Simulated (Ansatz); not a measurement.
This Ansatz (a quantum-chemistry and plane-wave program) input is the reference run, MgO in the rock salt structure (space group Fm-3m, No. 225), computed with DFT with PBEsol, PAW potentials and a 420 eV plane-wave cutoff in Ansatz, no spin-orbit coupling:

Ansatz 0.2 input:
```yaml
crystal:
  lattice:
    - [0, 2.1070602875, 2.1070602875]
    - [2.1070602875, 0, 2.1070602875]
    - [2.1070602875, 2.1070602875, 0]
  atoms:
    - { symbol: O, position: [0, 0, 0] }
    - { symbol: Mg, position: [0.5, 0.5, 0.5] }
basis: { ecutwfc: 420, ecutrho_ratio: 4, xc_grid: 2, fft_grid_basis: typed }
kpoints: { mp_grid: { grid: [13, 13, 13] } }
hamiltonian:
  xc: pbesol
  dispersion: none
  pseudopotentials: { kind: paw }
scf: { occupations: { method: fermi_dirac, width: 0.05 }, convergence: { dr2_threshold: 0.0000000002 } }
output: { forces: true, stress: true }
checkpoint: { write: state.ck, write_every: 1000 }
```

Task: Write the input for this change: a free-standing slab of 2 layers (4 atoms, 2 a layer) is cut normal to the z axis, with 15 Å of vacuum and the in-plane cell held at bulk.

Result: 
Ansatz 0.2 input:
```yaml
crystal:
  lattice:
    - [2.9798332353, 0, 0]
    - [0, 2.9798332353, 0]
    - [0, 0, 17.1070602875]
  atoms:
    - { symbol: O, position: [0.25, -0.25, 0.4384154772] }
    - { symbol: Mg, position: [0.75, 0.25, 0.4384154772] }
    - { symbol: O, position: [0.75, -0.75, 0.5615845228] }
    - { symbol: Mg, position: [1.25, -0.25, 0.5615845228] }
basis: { ecutwfc: 420, ecutrho_ratio: 4, xc_grid: 2, fft_grid_basis: typed }
kpoints: { mp_grid: { grid: [11, 11, 1] } }
hamiltonian:
  xc: pbesol
  dispersion: none
  pseudopotentials: { kind: paw }
scf: { occupations: { method: fermi_dirac, width: 0.05 }, convergence: { dr2_threshold: 0.0000000004 } }
relax: { f_tol: 0.01, max_steps: 50 }
output: { forces: true, stress: true }
checkpoint: { write: state.ck, write_every: 1000 }
```
This is the input that was run; other choices of cell and start would serve too.

Whether these cells are dynamically stable was not tested.
